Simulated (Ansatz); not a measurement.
Here is the system:

```xyz
2
Lattice="0.0000 3.1841 3.2796 3.1841 0.0000 3.2796 3.1841 3.1841 0.0000" Properties=species:S:1:pos:R:3 pbc="T T T"
Mg     0.0000     0.0000     0.0000
Te     1.5920     1.5920     1.6398
```

No spin polarisation.

Level of theory: plane-wave PAW DFT at the LDA level (Ansatz, a first-principles code, 420 eV), no SOC. Γ-centred 9×9×9 mesh, Fermi–Dirac width 0.05 eV.

Task: Predict the electron mass.

Result: 0.16 mₑ (at Γ).

Task: Predict the valence-band top at Γ (three highest levels, from the VBM).

Result: 0.00, 0.00, -0.09 eV.

Spin-orbit coupling, missing from the scalar runs, can matter with Te. The levels and masses belong to the bands next to the band gap. The cells carry an imposed strain or load. Effective masses come from finite differences of ±0.01 Å⁻¹. Whether these cells are dynamically stable was not tested. The cell was made from MgTe in the zinc blende structure (space group F-43m, No. 216) by this change: uniaxial strain ε_zz = +3.00 %.
